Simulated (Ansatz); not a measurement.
The parent structure is Si in the diamond structure (space group Fd-3m, No. 227).

```
Si
1.0
    0.00000     2.71688     2.71688
    2.71688     0.00000     2.71688
    2.71688     2.71688     0.00000
Si
2
Direct
  0.50000   0.50000   0.50000
  0.75000   0.75000   0.75000
```

Cartesian axes are those of the cell as printed.

Levels (all Ansatz, an electronic-structure program, PAW): PBEsol (420 eV, scalar-relativistic without spin-orbit coupling); HSE06 (420 eV, no SOC).

Its gap is 0.47 eV with PBEsol and 1.13 eV with HSE06.

Now apply this change: biaxial strain +2.50 %, plane normal [110], relaxed out of plane (Cartesian); in-plane vectors clamped, the third vector and the atoms free.

With PBEsol the gap becomes 0.28 eV.

**Question.** If the HSE06 correction stayed the same, what would the HSE06 gap be, and what does the HSE06 run give?

**Answer.** A rigid correction of +0.66 eV gives 0.94 eV. The HSE06 run gives 0.93 eV, so the two effects roughly add.

A biaxial case was relaxed in a doubled cell and then solved in the primitive one. Single points use the geometry relaxed with PBEsol. HSE06 gaps are upper bounds (no full band path). Stability against distortions was not tested. A zero or small gap of Si under biaxial strain +2.50 %, plane normal [110], relaxed out of plane can be the functional's error rather than a property of the material.
